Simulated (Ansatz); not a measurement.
End structure of a constructed model of the (000-1) surface of 4H silicon carbide, C-terminated, (√3x√3)R30° Ag adatom at T4 (bottom of the slab: 3 H on 3 bottom sites):

```xyz
28
Lattice="4.6411 2.6796 0.0000 -4.6411 2.6796 0.0000 0.0000 0.0000 28.0000" Properties=species:S:1:pos:R:3 pbc="T T T"
Si    -1.5470     0.8932     9.6112
Si     1.5470     0.8932     9.6112
Si     0.0000     3.5727     9.6112
C      0.0000     0.0000    10.2454
C     -1.5470     2.6796    10.2454
C      1.5470     2.6796    10.2454
Si     0.0000     0.0000    12.1518
Si    -1.5470     2.6796    12.1349
Si     1.5470     2.6796    12.1349
C     -3.0826     1.7797    12.7676
C      0.0000     1.7996    12.7676
C      3.0826     1.7797    12.7676
Si    -3.0829     1.7799    14.6763
Si     0.0000     1.7993    14.6763
Si     3.0829     1.7799    14.6763
C      0.0000     0.0000    15.2034
C     -1.5470     2.6796    15.3423
C      1.5470     2.6796    15.3423
Si     0.0000     0.0000    17.0523
Si    -1.5470     2.6796    17.3547
Si     1.5470     2.6796    17.3547
C     -1.4969     0.8643    17.7516
C      1.4969     0.8643    17.7516
C      0.0000     3.6306    17.7516
H     -1.5449     0.8919     8.1112
H      1.5449     0.8919     8.1112
H      0.0000     3.5752     8.1112
Ag     0.0000     0.0000    19.5339
```

Set-up: 28 atoms, 11.7 Å thick at the start with caps and adatoms (thin: gaps and levels are the slab's own); mesh 6x6x1; 0.025 eV smearing; dipole correction on; single point; on the structure that PBE left under its start's symmetry; no spin (no spin-polarised run to compare, though such a face may carry moments), no spin-orbit, no U. The slab shows no gap on its mesh. In PBE it lies 0.04 eV a 1x1 cell over the lowest computed structure of the same composition ((√3x√3)R30° Ag adatom at H3).

Q: What work function of the top face does r2SCAN, at the PBE geometry run with Ansatz (a quantum-chemistry and plane-wave program) give?

A: 3.78 eV
